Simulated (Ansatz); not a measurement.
# LiCl: pressure 1.8 GPa

Take LiCl in the rock salt structure (space group Fm-3m, No. 225; a = 5.150 Å) as the base.

It is then changed as follows: cell and atoms relaxed at a pressure of 1.8 GPa.

Computed with Ansatz (a quantum-chemistry and plane-wave program), PBE, PAW, cutoff 420 eV, spin-orbit coupling left out. k-mesh 11×11×11 (Γ-centred); smearing 0.05 eV (Fermi–Dirac).

```csv
quantity,base,changed,shift
volume per atom,17.08 Å³,16.23 Å³,-0.844 Å³
density,2.06 g/cm³,2.17 g/cm³,+0.11 g/cm³
shortest interatomic distance,4.866 bohr,4.785 bohr,-0.0816 bohr
enthalpy H = E + PV relative to the base's energy,–,+0.19 eV/atom,–
band gap,6.26 eV,6.55 eV,+0.296 eV
gap character,direct at Γ,direct at Γ,–
mean gap deformation potential ΔEg/Δln V,–,-5.8 eV,–
electron mass,0.47 mₑ (at Γ),0.47 mₑ (at Γ),–
"valley order (the lowest conduction-band minima on the path, energy above the VBM, named in the base's zone)",Γ 6.26 eV; L along ⟨111⟩ 6.73 eV; X along ⟨100⟩ 7.80 eV,Γ 6.55 eV; L along ⟨111⟩ 6.78 eV; X along ⟨100⟩ 7.90 eV,–
```

Load acts through the strain it causes; cell and atoms are relaxed under it. Masses are band curvatures over ±0.01 Å⁻¹ around the edge. Stability against distortions was not tested.
